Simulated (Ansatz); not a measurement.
System: MgTe (model structure, within 0.1 Å of Fm-3m, No. 225, 2 atoms in the cell). Method: PBEsol (Ansatz, a program for electronic structure, plane waves, PAW).

Settings: plane-wave cutoff 500 eV, 12×12×12 k mesh, Fermi–Dirac smearing 0.05 eV, scalar-relativistic PAW data made under PBE.

Cell (relaxed at this level):

```
CELL_PARAMETERS angstrom
      2.08830     1.20568     3.40815
     -2.08830     1.20568     3.40815
      0.00000    -2.41136     3.40815
ATOMIC_POSITIONS crystal
  Mg 0.75003 0.75003 0.75003
  Te 0.24997 0.24997 0.24997
```

Task: Give the computed band gap.

Result: 
- band gap = 0.45 eV (on the SCF k mesh)

Spin–orbit coupling is not included; with these elements it can move the gap by several tenths of an eV or more.

Computed values are for the static lattice.

The result took about 120 core-seconds (a rough figure).

A model structure was made by putting elements into a prototype or built by hand; it is no filed structure, need not be a known phase, and can be a saddle point held by its symmetry.
